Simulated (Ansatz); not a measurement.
Defect: interstitial Li in zinc-blende InP, charge state +1. The step: a direct jump of one Li atom; the atom moves 2.59 Å along (0.25, 0.25, -0.25) of the unit cell; the moving atom starts with neighbours 3 In at 3.04, 3 In at 3.07; 3 P at 2.55, P at 2.60 Å and ends with 4 In at 2.76; 2 P at 2.92, 2 P at 2.93, 2 P at 2.95 Å. A PBE band in Ansatz (plane-wave PAW, one k-point at (0.250, 0.250, 0.250), 64 host sites, 44 SCF runs with any check of the saddle's order, static, no finite-size correction) gives a forward barrier of 0.57 eV. The check of the saddle point's order was inconclusive, and it lies on a symmetry element of the cell, where a band can be held. The charge state is imposed; whether it is stable for some Fermi level was not computed. Sites that were not tried may lie lower.

Single points at the band's start and saddle point can refine it. Rough cost of one point, in units of the band's mean SCF on the same machine:

```tsv
Level	Cost of one point
PBE, a 2×2×2 k-point mesh shifted by half a step	about 5
r2SCAN at 500 eV, one k-point at (0.250, 0.250, 0.250)	about 2
```

Which of these move the barrier by more than 0.1 eV, and how far does each move it?

Not one does. PBE, a 2×2×2 k-point mesh shifted by half a step: -0.01 eV; r2SCAN at 500 eV, one k-point at (0.250, 0.250, 0.250): +0.05 eV. Each functional is compared with PBE at the same k-points.

Ansatz is a first-principles code.
